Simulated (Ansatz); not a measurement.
Ansatz (a program for electronic structure) run on RbGa₆AgS₁₀ (Cc, 36 atoms in the cell): relaxation of the atoms.

Method: LDA (PW92), default PAW files made with PBE (plane waves; Ansatz).

```
RbGa6AgS10
1.0
    8.37533    -3.20859     0.00000
    8.37533     3.20859     0.00000
   -5.84755     0.00000    14.99356
Rb Ag Ga S
2 2 12 20
Cartesian
  3.14501  -1.96603   5.29468
  0.22123   1.96603  12.79145
  8.66603   1.11832   2.74517
  5.74225  -1.11832  10.24195
  7.60524  -2.18268   4.23373
  4.68146   2.18268  11.73051
 10.04637  -2.14296   1.56683
  7.12259   2.14296   9.06361
  8.53452  -1.16164   7.64836
 11.45830   1.16164   0.15158
  5.23666   2.01660   2.26373
  2.31288  -2.01660   9.76051
  3.50700   1.10061   8.30073
  6.43077  -1.10061   0.80395
  6.26860   1.14643   5.54657
  3.34482  -1.14643  13.04335
  8.37533  -2.13051   0.00000
  5.45155   2.13051   7.49678
  6.78641  -1.05486   6.09233
  3.86263   1.05486  13.58911
  9.44043  -1.17049   3.48300
  6.51665   1.17049  10.97978
 -0.47661   0.98953   9.51311
  2.44717  -0.98953   2.01633
 11.87018  -1.03830   0.72974
  8.94641   1.03830   8.22652
  2.04851   1.43232   6.66179
 -0.87527  -1.43232  14.15857
  4.51849   1.17370   4.18290
  1.59471  -1.17370  11.67968
  5.83753  -2.18569   2.75027
  2.91376   2.18569  10.24705
  6.87763   1.09541   1.04160
  3.95385  -1.09541   8.53838
  8.15193   2.20430   4.99795
  5.22815  -2.20430  12.49473
```

Reference input (self-consistent single point, DFT, LDA (PW92), plane waves, default PAW files made with PBE): basis.ecutwfc = 420 eV; kpoints.mp_grid.grid = 3 3 1; hamiltonian.xc = lda; hamiltonian.pseudopotentials = {kind: paw} (the program's default PAW files); scf.occupations.method = fermi_dirac; scf.occupations.width = 0.1 eV. This run's input differs from it in these lines:

```diff
@@ -55,2 +55,3 @@
     width: 0.1
+relax: {}
 output:
```

Output (repeated stretches shortened):

```
   [... SCF lines of the steps left out ...]
relax step   1: F+E_penalty+E_count = -83159.24650645 eV  Δ(F+E_penalty+E_count) = +0.000e0 eV  max|allowed force component| = 2.497e-1 eV/Å  Δτ_max = 0.0000 Å  (7 SCF iters, dr2 threshold 2.50e-6 eV, accepted)
relax step   2: F+E_penalty+E_count = -83159.29643271 eV  Δ(F+E_penalty+E_count) = -4.993e-2 eV  max|allowed force component| = 6.576e-2 eV/Å  Δτ_max = 0.0372 Å  (5 SCF iters, dr2 threshold 3.90e-6 eV, accepted)
relax step   3: F+E_penalty+E_count = -83159.30166825 eV  Δ(F+E_penalty+E_count) = -5.236e-3 eV  max|allowed force component| = 2.220e-2 eV/Å  Δτ_max = 0.0169 Å  (6 SCF iters, dr2 threshold 2.70e-7 eV, accepted)
relax step   4: F+E_penalty+E_count = -83159.30253082 eV  Δ(F+E_penalty+E_count) = -8.626e-4 eV  max|allowed force component| = 1.070e-2 eV/Å  Δτ_max = 0.0084 Å  (6 SCF iters, accepted)
relax step   5: F+E_penalty+E_count = -83159.30283151 eV  Δ(F+E_penalty+E_count) = -3.007e-4 eV  max|allowed force component| = 4.162e-3 eV/Å  Δτ_max = 0.0075 Å  (6 SCF iters, accepted)
the relaxation is at rest under the 2 symmetry operations that the run kept from its start: a minimum is not shown …
Free energy (F): -83159.302832 eV
Internal energy: -83159.302772 eV  (E = F + TS)
E sigma→0 (E₀):  -83159.302802 eV
Entropy (-TS):   -0.000060 eV (-0.002 meV/atom)
Fermi energy:    6.462549 eV
--- Forces (eV/Å), atoms counted from 1 ---
  atom   1  Rb    -0.00104166    -0.00151484     0.00013895
  atom   2  Rb    -0.00104166     0.00151484     0.00013895
  atom   3  Ag     0.00004213    -0.00179899     0.00036230
  atom   4  Ag     0.00004213     0.00179899     0.00036230
  atom   5  Ga    -0.00176329    -0.00018769    -0.00347111
   [... 27 lines left out ...]
   [... lines left out ...]
    - { symbol: S, position: [0.267982049989203, 0.6073946714181296, 0.07194566984001782] }
    - { symbol: S, position: [0.6073946714181296, 0.267982049989203, 0.5719456698400178] }
    - { symbol: S, position: [0.2610733600103966, 0.944514942835161, 0.3309262050070488] }
    - { symbol: S, position: [0.944514942835161, 0.2610733600103966, 0.8309262050070487] }
```

The run converged. 

Summary of the result:
Free energy E − TS (on the zero of these files): -83159.3028 eV
Gap on the k-point mesh: 2.05 eV
Pressure: -1.44 GPa
Largest force (vector length): 0.006 eV/Å
Relaxation steps: 5

The starting cell comes from a database of published, mostly measured structures (it also holds non-ambient and calculated ones), without a prior relaxation at this level. Its lattice was rescaled by a random factor within 2.5 % of one. Ansatz's pressure includes its estimate of the finite-basis (Pulay) stress.

Cost on one core of a shared machine: roughly 6 min.

Keys are those of Ansatz 0.2.
